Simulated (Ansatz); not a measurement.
Fluorite HfO2 (high-temperature phase): PBE at its full settings (plane-wave cutoff 520 eV, 12×12×12 k mesh, Fermi–Dirac smearing 0.01 eV, scalar-relativistic PAW data made under PBE) and at cheaper ones, in a cell of 3 atoms with Γ-centred meshes.

```tsv
level and setting	equilibrium lattice constant a (Å)	bulk modulus B0 (GPa)	band gap (eV)
PBE (Ansatz)	5.097	246	3.75
PBE (Γ point alone) (Ansatz)	4.908	276	3.58
PBE (2×2×2 k mesh) (Ansatz)	5.123	245	3.52
PBE (4×4×4 k mesh) (Ansatz)	5.097	246	3.75
PBE (6×6×6 k mesh) (Ansatz)	5.097	246	3.75
PBE (Fermi-Dirac smearing of 0.3 eV) (Ansatz)	5.097	246	3.75
```

Largest shifts from the full settings: lattice constant a -3.71 % (PBE (Γ point alone)); bulk modulus +12.2 % (PBE (Γ point alone)), against a difference of +1.7 % of the full result from the reference 242 ± 16 GPa (measured, room temperature, no zero-point or thermal correction, nanocrystalline cubic HfO2, second-order Birch-Murnaghan; as tabulated in High-pressure structural stability, equation of state, and thermal expansion …); band gap -0.23 eV (PBE (2×2×2 k mesh)).

The full settings aren't shown to be converged themselves.

Each row is at its own relaxed cell, so a gap follows the cell too.

Band edges were searched off the SCF mesh.

Spin–orbit coupling is included only where a level's name says +SOC; with heavier elements it mostly lowers gaps and can invert bands. Density-functional gaps are differences of (generalised) Kohn–Sham levels.

Caveats: symmetry holds this phase in the static calculation, where it need not be a minimum (PBE, PBE (Γ point alone), PBE (2×2×2 k mesh), PBE (4×4×4 k mesh), PBE (6×6×6 k mesh), PBE (Fermi-Dirac smearing of 0.3 eV)). Ansatz's density-functional and Hartree–Fock values are scalar-relativistic unless marked +SOC, with PAW data made under PBE.

Run with cheap settings on purpose, which may leave them unconverged: PBE (2×2×2 k mesh), PBE (4×4×4 k mesh), PBE (6×6×6 k mesh), PBE (Fermi-Dirac smearing of 0.3 eV), PBE (Γ point alone).

Ansatz is an electronic-structure program.
